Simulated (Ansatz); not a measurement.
## What uniaxial strain ε_xx = −1.50 % does to LiNbO3

Base system: LiNbO₃ (space group R3c, No. 161).

```yaml
crystal:
  lattice:
    - [2.56733, 1.48225, 4.60804]
    - [-2.56733, 1.48225, 4.60804]
    - [0.00000, -2.96450, 4.60804]
  atoms:
    - { symbol: Li, position: [0.28078, 0.28078, 0.28078] }
    - { symbol: Li, position: [0.78078, 0.78078, 0.78078] }
    - { symbol: Nb, position: [0.99839, 0.99839, 0.99839] }
    - { symbol: Nb, position: [0.49839, 0.49839, 0.49839] }
    - { symbol: O, position: [0.10932, 0.35998, 0.71863] }
    - { symbol: O, position: [0.71863, 0.10932, 0.35998] }
    - { symbol: O, position: [0.35998, 0.71863, 0.10932] }
    - { symbol: O, position: [0.21863, 0.85998, 0.60932] }
    - { symbol: O, position: [0.85998, 0.60932, 0.21863] }
    - { symbol: O, position: [0.60932, 0.21863, 0.85998] }
```

Cartesian axes are those of the cell as printed.

Modification: uniaxial strain ε_xx = −1.50 %, all other strain components held at zero, atoms relaxed at fixed cell.

All numbers come from PBEsol (Ansatz, an electronic-structure program; PAW; 420 eV plane waves; no spin-orbit coupling). Γ-centred 8×8×8 mesh, Fermi–Dirac width 0.05 eV.

```json
[
 {"quantity": "volume per atom", "base": "10.52 Å³", "changed": "10.36 Å³", "shift": "-0.16 Å³"},
 {"quantity": "energy relative to the base (free energy F)", "base": "0 meV/atom", "changed": "+1.5 meV/atom", "shift": "+1.5 meV/atom"},
 {"quantity": "band gap (an upper bound: an edge found on the path is not a true extremum; the base alone)", "base": "3.51 eV", "changed": "3.49 eV", "shift": "-0.02 eV"},
 {"quantity": "largest internal atomic displacement", "base": "–", "changed": "0.021 Å", "shift": "–"},
 {"quantity": "stress (xx, yy, zz, yz, xz, xy; compression positive)", "base": "–", "changed": "(3.10, 0.97, 1.11, 0.13, 0.00, 0.00) GPa", "shift": "–"}
]
```

Stability against distortions was not tested.
